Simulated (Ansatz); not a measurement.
Structure of amorphous C$_{52}$Si$_{6}$B$_{6}$ (periodic cell):

```xyz
64
Lattice="8.6516 0.0000 0.0000 0.0000 8.6516 0.0000 0.0000 0.0000 8.6516" Properties=species:S:1:pos:R:3 pbc="T T T"
C      4.7102     7.8284     5.3660
C      7.8417     0.5503     6.8878
C      7.6764     3.6611     2.4248
C      4.1988     6.1292     2.1637
C      5.8858     2.8066     7.8790
C      0.5233     3.2626     2.1708
C      1.1104     2.1603     7.0574
C      4.9957     3.1422     3.3212
C      7.1406     7.8458     0.2156
C      3.9417     0.4224     5.2150
C      2.8574     6.2220     1.4483
C      5.8901     3.6742     4.2408
C      5.5690     6.4016     1.7504
C      6.3113     6.3808     6.0200
C      3.1915     0.4346     0.1188
C      7.1305     4.6487     7.2297
C      3.5489     3.3156     3.6336
C      6.2399     7.1841     0.8114
C      7.1311     0.0023     5.8050
C      2.8211     2.1859     3.9871
C      0.0355     5.7637     5.7263
C      3.6453     1.2690     6.3019
C      7.9122     0.2397     4.6107
C      0.7963     0.3845     0.0354
C      0.1513     1.3054     4.8883
C      3.5384     0.3080     2.6501
C      0.5033     4.1738     8.6046
C      7.2463     4.1095     3.8187
C      5.2744     5.5667     5.6183
C      7.8012     4.0780     8.2953
C      3.5602     0.9166     3.9333
C      5.4522     4.1449     5.5864
C      5.4131     2.6659     2.0407
C      0.1820     1.4659     6.3126
C      6.6935     3.0298     1.5649
C      2.8616     4.6064     3.8625
C      3.6779     0.9190     1.4050
C      1.0095     1.8752     8.5281
C      0.8283     2.9432     0.7240
C      2.4676     4.5238     5.3593
C      1.9300     8.2766     0.0431
C      6.0190     7.7392     5.7777
C      4.8405     1.9829     8.3633
C      4.2128     6.4457     5.1294
C      8.0443     0.0075     8.2155
C      0.0614     6.1661     2.9916
C      6.8877     3.1011     0.1931
C      4.6323     1.9473     1.1237
C      2.5162     5.8800     7.4422
C      3.8976     1.0959     7.7365
C      7.4855     5.7661     6.4635
C      6.0674     3.7608     6.8119
Si     2.5270     2.7306     5.8976
Si     1.0435     1.8476     3.3678
Si     1.5539     5.0352     2.4729
Si     7.1029     5.5361     2.4012
Si     2.5906     7.4406     2.8937
Si     0.3090     8.0388     3.3018
B      2.4175     6.7887     0.0394
B      1.3925     5.3845     6.1444
B      3.7274     5.9466     3.6858
B      3.1990     5.6758     6.0949
B      8.2106     5.3020     4.2989
B      1.4965     4.9076     7.8309
```

Calculation: PBE, scalar-relativistic without spin-orbit coupling (plane waves to 420 eV, PAW; Ansatz, a first-principles code).

Preparation: random packing, a CHGNet melt and quench, and a DFT relaxation. The hot cell started wider than the set density and was brought back towards it in steps. It is the lowest in DFT energy of 2 quenches. It is a model cell: composition and starting density were chosen by hand, and all elements were melted together. No dispersion term was used. Its density started from a set value of 2.20 and ended at 2.20 g/cm³. Cooling (nominally 660 K/ps over its main leg) ran many orders faster than in experiment, which tends to leave more defects and strain. One small periodic cell is one sample of the glass; other quenches scatter about these values. The volume was held where the preparation left it, at a PBE pressure of 3.4 GPa. Stress components on the final sampling reach 3.9 GPa. On a 2×2×2 Γ-centred mesh force components of up to 0.32 eV/Å stay, since the relaxation ran on one k-point at (1/4, 1/4, 1/4).

Cut-offs for bonds: C-C 1.72 Å, C-Si 2.28 Å, C-B 1.92 Å, Si-Si 2.74 Å, Si-B 2.40 Å, B-B 2.04 Å.

Task: Give the coordination numbers, mean bond lengths and angles.

Result: 
```
Item                                                    Result
-----------------------  -------------------------------------
Mean coordination of C   3.17 (2 with 2, 39 with 3, 11 with 4)
Mean coordination of Si    4.67 (3 with 4, 2 with 5, 1 with 6)
Mean coordination of B     3.83 (2 with 3, 3 with 4, 1 with 5)
Mean C-C bond             1.438 Å (spread 0.052 Å, 64 counted)
Mean C-Si bond            1.938 Å (spread 0.090 Å, 20 counted)
Mean C-B bond             1.574 Å (spread 0.075 Å, 17 counted)
Mean Si-Si bond            2.538 Å (spread 0.108 Å, 3 counted)
Bond angle at C                      mean 115.2°, spread 16.4°
Bond angle at Si                     mean 101.0°, spread 33.5°
Bond angle at B                      mean 105.2°, spread 32.1°
```
